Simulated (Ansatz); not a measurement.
Consider ZrSe₂ in the fluorite structure (space group Fm-3m, No. 225; a = 6.5068 Å; a hypothetical phase, not in the database extracts checked; relaxed with 0.1 eV smearing). Axes: x, y, z lie along the cube axes.

All numbers come from plane-wave PAW DFT at the PBEsol level (Ansatz, a quantum-chemistry and plane-wave program, 420 eV), no SOC.

Base values:

Pressure: 0.0 GPa
Shortest interatomic distance: 281.8 pm

Perturbation: biaxial strain −0.78 %, plane normal [001], relaxed out of plane (Cartesian); in-plane vectors clamped, the third vector and the atoms free.

Task: Estimate the effect on the pressure.

Result: The pressure (mean of the normal stresses, compression positive) goes from zero to 0.9 GPa.

Task: Estimate the effect on the energy relative to the base.

Result: The energy grows by 1.6 meV/atom.

Task: Estimate the effect on the shortest interatomic distance.

Result: The shortest interatomic distance drops by 0.94 pm to 280.8 pm.

Task: How does this affect the out-of-plane strain?

Result: The out-of-plane strain is +0.56 %.

Stability against distortions was not tested. All final runs are without spin polarisation.
